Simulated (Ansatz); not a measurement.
Base system: AlP in the zinc blende structure (space group F-43m, No. 216; a = 5.471 Å).

Structures relaxed with Ansatz (a program for electronic structure), PBEsol, PAW, cutoff 420 eV, no spin-orbit coupling.

Base:

Simulated powder pattern, Co Kα, λ = 1.79026 Å (kinematic, ideal powder, no thermal factors, no anomalous dispersion; the 10 strongest lines at most, above 2 %, up to 2θ = 90°):

```csv
2θ (°),I/Imax (%),hkl
32.93,100,(111)
55.14,64,(220)
65.73,38,(311)
81.77,11,(400)
```

Perturbation: Lu takes the place of Al on all its sites; the structure is relaxed again.

Predict the new powder pattern.


Simulated powder pattern, Co Kα, λ = 1.79026 Å (kinematic, ideal powder, no thermal factors, no anomalous dispersion; the 10 strongest lines at most, above 2 %, up to 2θ = 90°):

```tsv
2θ (°)	d (Å)	I/Imax (%)	hkl
29.51	3.514	100	(111)
34.21	3.043	34	(200)
49.16	2.152	52	(220)
58.38	1.835	49	(311)
61.25	1.757	9.7	(222)
72.06	1.522	8.8	(400)
79.73	1.396	21	(331)
82.24	1.361	13	(420)
```

The indices refer to each structure's own conventional cell; one index is shown for lines that coincide.

Whether these cells are dynamically stable was not tested. As relaxed here, LuP is a hypothetical phase, not in the database extracts checked.
